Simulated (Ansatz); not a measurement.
## Nb, response to strain

Consider Nb in the bcc (W type) structure (space group Im-3m, No. 229; relaxed with 0.1 eV smearing).

```xyz
1
Lattice="-1.6522 1.6522 1.6522 1.6522 -1.6522 1.6522 1.6522 1.6522 -1.6522" Properties=species:S:1:pos:R:3 pbc="T T T"
Nb     0.0000     0.0000     0.0000
```

Cartesian axes are those of the cell as printed.

Strains are applied to the cell and any free atomic positions relax; under biaxial strain the out-of-plane vector relaxes too.

Calculations: r2SCAN (Ansatz, an electronic-structure program), without spin-orbit coupling.

Notes on the quantities. energy relative to the base: free energy F.

| biaxial strain, plane normal [001], relaxed out of plane (%) | energy relative to the base (meV/atom) |
|---|---|
| -3 | 26.9 |
| -2.5 | 18.4 |
| -2 | 11.6 |
| -1.5 | ? |
| -1 | 2.8 |
| -0.5 | 0.7 |
| 0 | 0.0 |

Question: Fit ΔE = Aε² + Bε³ (ε in %) to the rows shown and predict the withheld row.

Answer: Least squares on the printed values gives A = 2.72 and B = -0.090 meV/atom (largest residual 0.0 meV/atom); this predicts 6.4 meV/atom, and the run gives 6.4 meV/atom, in agreement.

No phonon test of stability was made. The final runs are not spin-polarised.
